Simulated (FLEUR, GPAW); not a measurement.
A GPAW input for a self-consistent single point of HfNi3 (P6_3/mmc, 8 atoms in the cell) (DFT PBEsol, plane waves, GPAW PAW datasets PBEsol (made by gpaw-setup)):

```python
from ase import Atoms
from ase.units import GPa
from gpaw import GPAW

atoms = Atoms(['Hf', 'Hf', 'Ni', 'Ni', 'Ni', 'Ni', 'Ni', 'Ni'],
              cell=[[5.177538, 0.000000, 0.000000],
                    [-2.588769, 4.483880, 0.000000],
                    [0.000000, 0.000000, 4.218381]],
              positions=[[-0.000003, 2.989255, 3.163786],
                         [2.588772, 1.494625, 1.054595],
                         [0.000000, 1.409508, 1.054595],
                         [2.588769, 3.074372, 3.163786],
                         [3.956869, 0.704754, 3.163786],
                         [-1.368100, 3.779126, 1.054595],
                         [1.368100, 3.779126, 1.054595],
                         [1.220669, 0.704754, 3.163786]],
              pbc=True)

calc = GPAW(mode={'name': 'pw', 'ecut': 800},
            xc='PBEsol',
            kpts={'size': (5, 5, 6), 'gamma': True},
            occupations={'name': 'fermi-dirac', 'width': 0.1},
            nbands=-12,
            convergence={'density': 1e-05},
            symmetry={'symmorphic': False, 'tolerance': 0.0005},
            maxiter=100)

atoms.calc = calc

energy = atoms.get_potential_energy()
print('Energy (eV):', round(energy, 6))
forces = atoms.get_forces()
print('Forces (eV/Ang):')
print(forces.round(5))
stress = atoms.get_stress()
print('Stress (GPa, Voigt):', (stress / GPa).round(4))
```

### Question
Write the same calculation as an input for FLEUR.

### Answer
This is the input that was run; spellings and numerical settings could be chosen otherwise.

Input of the input generator:

```
scf HfNi3
&input film=f /
9.7841294340 -0.0000001425 0.0000000000
-4.8920645936 8.4733047150 0.0000000000
0.0000000000 0.0000000000 7.9715847793
1.0
1.0 1.0 1.0

8
72 0.3333333333 0.6666666667 0.7500000000
72 0.6666666667 0.3333333333 0.2500000000
28 0.1571750000 0.3143500000 0.2500000000
28 0.8428250000 0.6856500000 0.7500000000
28 0.8428250000 0.1571750000 0.7500000000
28 0.1571750000 0.8428250000 0.2500000000
28 0.6856500000 0.8428250000 0.2500000000
28 0.3143500000 0.1571750000 0.7500000000

&comp jspins=1 /
&exco xctyp='PBEs' /
&kpt div1=5 div2=5 div3=6 gamma=t /
&end /
```

```xml
<?xml version="1.0" encoding="UTF-8" standalone="no"?>
<fleurInput fleurInputVersion="0.39">
   <comment>
      scf HfNi3                                                                                           
   </comment>
   <calculationSetup>
      <cutoffs Kmax="4.1" Gmax="16.4" GmaxXC="16.4" numbands="0"/>
      <scfLoop itmax="60" minDistance="0.00001" maxIterBroyd="40" imix="Anderson" alpha="0.05" precondParam="0.0" spinf="2.0"/>
      <coreElectrons ctail="T" frcor="F" kcrel="0" coretail_lmax="0"/>
      <xcFunctional name="PBEs" relativisticCorrections="F"/>
      <magnetism jspins="1"/>
      <soc l_soc="F" theta="0.0" phi="0.0" spav="F"/>
      <expertModes spex="0" secvar="F"/>
      <geometryOptimization l_f="T" forcealpha="1.0" forcemix="BFGS" epsdisp="0.00001" epsforce="0.00001"/>
      <ldaU l_linMix="F" mixParam="0.05" spinf="1.0"/>
   </calculationSetup>
   <cell>
      <bzIntegration valenceElectrons="148.0" mode="hist" fermiSmearingEnergy="0.00367493">
         <kPointListSelection listName="default-1"/>
         <!-- k-points included here -->
         <xi:include xmlns:xi="http://www.w3.org/2001/XInclude" href="kpts.xml"> </xi:include>
      </bzIntegration>
      <!-- symmetry operations included here -->
      <xi:include xmlns:xi="http://www.w3.org/2001/XInclude" href="sym.xml"> </xi:include>
      <bulkLattice scale="1.0">
         <bravaisMatrix>
            <row-1>    9.7841294340000005    -0.0000001425000000     0.0000000000000000</row-1>
            <row-2>   -4.8920645935999998     8.4733047149999994     0.0000000000000000</row-2>
            <row-3>    0.0000000000000000     0.0000000000000000     7.9715847792999996</row-3>
         </bravaisMatrix>
      </bulkLattice>
   </cell>
   <atomSpecies>
      <species name="Hafnium (Hf)" element="Hf" atomicNumber="72">
         <mtSphere radius="2.46" gridPoints="849" logIncrement="0.016"/>
         <atomicCutoffs lmax="10" lnonsphr="8"/>
         <electronConfig flipSpins="F">
            <coreConfig>(1s1/2) (2s1/2) (2p1/2) (2p3/2) (3s1/2) (3p1/2) (3p3/2) (4s1/2) (3d3/2) (3d5/2) (4p1/2) (4p3/2) (4d3/2) (4d5/2)</coreConfig>
            <valenceConfig>(5s1/2) (5p1/2) (5p3/2) (6s1/2) (4f5/2) (4f7/2) (5d3/2) (5d5/2)</valenceConfig>
            <stateOccupation state="(5d3/2)" spinUp="0.4" spinDown="0.4"/>
            <stateOccupation state="(5d5/2)" spinUp="0.6" spinDown="0.6"/>
         </electronConfig>
         <energyParameters s="6" p="6" d="5" f="5"/>
         <lo type="SCLO" l="0" n="5" eDeriv="0"/>
         <lo type="SCLO" l="1" n="5" eDeriv="0"/>
         <lo type="SCLO" l="3" n="4" eDeriv="0"/>
      </species>
      <species name="Nickel (Ni)" element="Ni" atomicNumber="28">
         <mtSphere radius="2.19" gridPoints="757" logIncrement="0.016"/>
         <atomicCutoffs lmax="8" lnonsphr="6"/>
         <electronConfig flipSpins="F">
            <coreConfig>(1s1/2) (2s1/2) (2p1/2) (2p3/2) (3s1/2)</coreConfig>
            <valenceConfig>(3p1/2) (3p3/2) (4s1/2) (3d3/2) (3d5/2)</valenceConfig>
            <stateOccupation state="(3d3/2)" spinUp="1.6" spinDown="1.6"/>
            <stateOccupation state="(3d5/2)" spinUp="2.4" spinDown="2.4"/>
         </electronConfig>
         <energyParameters s="4" p="4" d="3" f="4"/>
         <lo type="SCLO" l="1" n="3" eDeriv="0"/>
      </species>
   </atomSpecies>
   <atomGroups>
      <atomGroup species="Hafnium (Hf)">
         <relPos label="                   1">1.000/3.000 -1.000/3.000 -1.000/4.000</relPos>
         <relPos label="                   2">-1.000/3.000 1.000/3.000 1.000/4.000</relPos>
         <force calculate="T" relaxXYZ="TTT"/>
      </atomGroup>
      <atomGroup species="Nickel (Ni)">
         <relPos label="                   3">.1571750000 .3143500000 1.000/4.000</relPos>
         <relPos label="                   4">-.1571750000 -.3143500000 -1.000/4.000</relPos>
         <relPos label="                   5">-.1571750000 .1571750000 -1.000/4.000</relPos>
         <relPos label="                   6">.1571750000 -.1571750000 1.000/4.000</relPos>
         <relPos label="                   7">-.3143500000 -.1571750000 1.000/4.000</relPos>
         <relPos label="                   8">.3143500000 .1571750000 -1.000/4.000</relPos>
         <force calculate="T" relaxXYZ="TTT"/>
      </atomGroup>
   </atomGroups>
   <output dos="F" band="F" slice="F">
      <checks vchk="F" cdinf="F"/>
      <bandDOS minEnergy="-.5*Htr" maxEnergy="0.5*Htr" sigma="0.015" storeEVData="T"/>
      <vacuumDOS vacdos="F" integ="F" star="F" nstars="0" locx1="0.0" locy1="0.0" locx2="0.0" locy2="0.0" nstm="0" tworkf="0.0"/>
      <unfoldingBand unfoldBand="F" supercellX="1" supercellY="1" supercellZ="1"/>
      <plotting iplot="0" polar="F">
         <plot TwoD="T" vec1="  1.0  0.0  0.0" vec2="  0.0  1.0  0.0" vec3="  0.0  0.0  1.0" zero="  0.0  0.0  0.0" file="plot"/>
      </plotting>
      <chargeDensitySlicing numkpt="0" minEigenval="0.0" maxEigenval="0.0" nnne="0" pallst="F"/>
      <specialOutput eonly="F"/>
      <magneticCircularDichroism mcd="F" energyLo="-10.0" energyUp="0.0"/>
   </output>
  <!-- We include the file relax.xml here to enable relaxations (see documentation) -->
  <xi:include xmlns:xi="http://www.w3.org/2001/XInclude" href="relax.xml"> <xi:fallback/> </xi:include>
</fleurInput>
```

Basis, cutoffs, solver keys and any potentials are the target program's own. This input uses DFT, PBEsol, all-electron FLAPW (FLEUR), scalar-relativistic valence.

The starting cell comes from a database of computed structures (which also holds hypothetical and non-ambient phases and stackings), without a prior relaxation at this level. Its lattice was rescaled by a random factor within 2.5 % of one. For this run, on top of that: lattice scaled by 0.98.
